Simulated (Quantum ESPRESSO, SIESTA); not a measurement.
## HfO2 (P4_2/nmc, 6 atoms in the cell) computed with different codes at matched settings

Self-consistent single point.

```yaml
crystal:
  lattice:
    - [3.53347, 0.00000, 0.00000]
    - [0.00000, 3.53347, 0.00000]
    - [0.00000, 0.00000, 5.13617]
  atoms:
    - { symbol: Hf, position: [0.50000, 0.50000, 0.50000] }
    - { symbol: Hf, position: [0.00000, 0.00000, 0.00000] }
    - { symbol: O, position: [0.00000, 0.50000, 0.69721] }
    - { symbol: O, position: [0.00000, 0.50000, 0.19721] }
    - { symbol: O, position: [0.50000, 0.00000, 0.80279] }
    - { symbol: O, position: [0.50000, 0.00000, 0.30279] }
```

Shared settings, as Quantum ESPRESSO writes them: occupations = smearing; smearing = fermi-dirac; degauss = 0.000734986 Ry; K_POINTS = automatic 8 8 5 0 0 0. Potentials and cutoffs stand in the table.

```json
[
 {"code": "Quantum ESPRESSO", "model": "PBE+U, GBRV 1.5 ultrasoft (PBE) pseudopotentials", "pressure (GPa)": "21.37", "largest force (eV/Å)": "0.647", "gap on the mesh (eV)": "5.529", "cutoff": "40 Ry"},
 {"code": "SIESTA", "model": "GGA PBE+U, numerical atomic orbitals TZP, PseudoDojo PBE standard norm-conserving potentials (rewritten from UPF to PSML)", "pressure (GPa)": "21.98", "largest force (eV/Å)": "0.846", "gap on the mesh (eV)": "5.376", "cutoff": "grid 350 Ry"}
]
```

Hubbard term: atomic; U Hf-5d 4 eV.

Gaps are read on the mesh.

On Quantum ESPRESSO's run: spin-orbit coupling is off. Spin polarisation is off. The U value is a test value, and with U on an open shell several self-consistent states can exist.

The spread over the programs that give each value: pressure within 0.61 GPa; largest force within 0.199 eV/Å; gap on the mesh within 0.153 eV.

SIESTA uses small atom-centred bases, whose incompleteness enters pressures, forces and empty levels differently from a plane-wave cutoff. The same U acts on different projectors in each program, which moves gaps, moments and pressures.

The starting cell comes from a database of computed structures (which also holds hypothetical and non-ambient phases and stackings), without a prior relaxation at this level. Its lattice was rescaled by a random factor within 2.5 % of one.

Left out of this page: Ansatz (on a method kept out of this collection).
